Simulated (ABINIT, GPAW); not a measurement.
An ABINIT input for a self-consistent single point of HgTe (F-43m, 2 atoms in the cell) (DFT, PBE, plane waves, norm-conserving pseudopotentials (PseudoDojo nc-sr-05 PBE standard)):

```
# HgTe, PseudoDojo nc-sr-05 PBE standard
pp_dirpath "./"
pseudos "Hg.upf, Te.upf"
acell 3*1.0
rprim
        -0.0000000000    6.0900090435    6.0900090435
         6.0900090435   -0.0000000000    6.0900090435
         6.0900090435    6.0900090435   -0.0000000000
natom 2
ntypat 2
znucl 80 52
typat 1 2
xred
         0.0000000000    0.0000000000    0.0000000000
         0.2500000000    0.2500000000    0.2500000000
ecut 82 Ry
ixc 11
occopt 3
tsmear 0.00183747
nband 24
kptopt 1
ngkpt 9 9 9
nshiftk 1
shiftk 0 0 0
nstep 50
tolvrs 1.0e-11
prtwf 0
prtden 0
```

Question: Give the GPAW input for the same structure, mesh, smearing and functional.

Answer: This is the input that was run; spellings and numerical settings could be chosen otherwise.

```python
from ase import Atoms
from ase.units import GPa
from gpaw import GPAW, PW, FermiDirac

atoms = Atoms(['Hg', 'Te'],
              cell=[[0.000000, 3.222694, 3.222694],
                    [3.222694, 0.000000, 3.222694],
                    [3.222694, 3.222694, 0.000000]],
              scaled_positions=[[0.000000, 0.000000, 0.000000],
                                [0.250000, 0.250000, 0.250000]],
              pbc=True)

calc = GPAW(mode=PW(550),
            xc='PBE',
            kpts=(9, 9, 9),
            occupations=FermiDirac(0.05),
            nbands=-8,
            convergence={'bands': -6},
            symmetry={'symmorphic': False, 'tolerance': 0.0005},
            maxiter=150)

atoms.calc = calc

energy = atoms.get_potential_energy()
print('Energy (eV):', round(energy, 6))
forces = atoms.get_forces()
print('Forces (eV/Ang):')
print(forces.round(5))
stress = atoms.get_stress()
print('Stress (GPa, Voigt):', (stress / GPa).round(4))
```

Basis settings and potentials, where a program has them, do not carry over. This input uses DFT PBE, plane waves, GPAW PAW datasets PBE (gpaw-data 1.0.1). Both were run: pressure 4.02 GPa in ABINIT and 4.08 in GPAW.

On GPAW: the starting cell has typed, rounded lattice constants, without a prior relaxation at this level. Its lattice was rescaled by a random factor within 2.5 % of one. For this run, on top of that: lattice scaled by 0.98. With a pressure of about 4 GPa the cell is away from its equilibrium volume at this level. The run gives no clean gap (levels at the Fermi energy touch, overlap or are partly filled at this smearing), which alone does not show that the compound is a metal.

On ABINIT: the starting cell has typed, rounded lattice constants, without a prior relaxation at this level. Its lattice was rescaled by a random factor within 2.5 % of one. For this run, on top of that: lattice scaled by 0.98. With a pressure of about 4 GPa the cell is away from its equilibrium volume at this level. The run gives no clean gap (levels at the Fermi energy touch, overlap or are partly filled at this smearing), which alone does not show that the compound is a metal.
